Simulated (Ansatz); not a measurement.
A free linear chain of Li atoms, relaxed period 5.968 Å, atoms relaxed at each strain.

```tsv
strain	energy (meV a period)	axial force (nN)
-0.015	+2.0	-0.07
+0.015	+1.0	+0.04
```

Calculation: PBE (plane waves to 420 eV, PAW; Ansatz, an electronic-structure program). Mesh 1×1×52. No spin polarisation, so a magnetic state wasn't tested. Isolated but for its images some 11 Å away. A hypothetical model. Only distortions within the start's symmetry and period were free. Pairing along the axis, which can open a gap, is among the distortions not tried. Buckling under compression is shut out by symmetry and the short period. Energies are free energies at a Fermi–Dirac width of 0.02 eV, from the unstrained cell.

Problem. Work out the axial stiffness dF/dε in two ways.

Solution. From the forces: (+0.04 − (-0.07))/0.030 = 3.7 nN. From the energies: (E₊ + E₋)/(ε² c) = 0.0030 eV/(0.015² × 5.968 Å) = 2.23 eV/Å = 3.6 nN. The two agree to within 3 %.
